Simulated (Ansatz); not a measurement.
# Be: biaxial strain −0.50 %, plane normal [001], relaxed out of plane

Consider Be in the hcp (Mg type) structure (space group P6_3/mmc, No. 194; a = 2.255 Å, c = 3.558 Å; relaxed with 0.1 eV smearing). Axes: x lies along a and z along c of the hexagonal cell.

One thing is altered: biaxial strain −0.50 %, plane normal [001], relaxed out of plane (Cartesian); in-plane vectors clamped, the third vector and the atoms free.

Level of theory: PBEsol/PAW in Ansatz (an electronic-structure program), no SOC. k-mesh 29×29×16 (Γ-centred); smearing 0.1 eV (Fermi–Dirac).

| quantity | base | changed | shift |
|---|---|---|---|
| volume per atom | 7.84 Å³ | 7.76 Å³ | -0.08 Å³ |
| space group | P6_3/mmc (No. 194) | P6_3/mmc (No. 194) | – |
| shortest interatomic distance | 2.205 Å | 2.201 Å | -0.004 Å |
| pressure (mean of the normal stresses, compression positive) | 0.0 GPa | 1.2 GPa | +1.2 GPa |
| band gap | zero | zero | – |
| out-of-plane strain | – | +0.02 % | – |
| mean in-plane stress (compression positive) | – | +1.8 GPa | – |

Final structure (turned so that z lies along the plane normal):

```xyz
2
Lattice="2.2439 0.0000 0.0000 1.1219 1.9433 0.0000 0.0000 0.0000 3.5587" Properties=species:S:1:pos:R:3 pbc="T T T"
Be     2.2439     1.2955     2.6690
Be     1.1219     0.6478     0.8897
```

Stability against distortions was not tested.
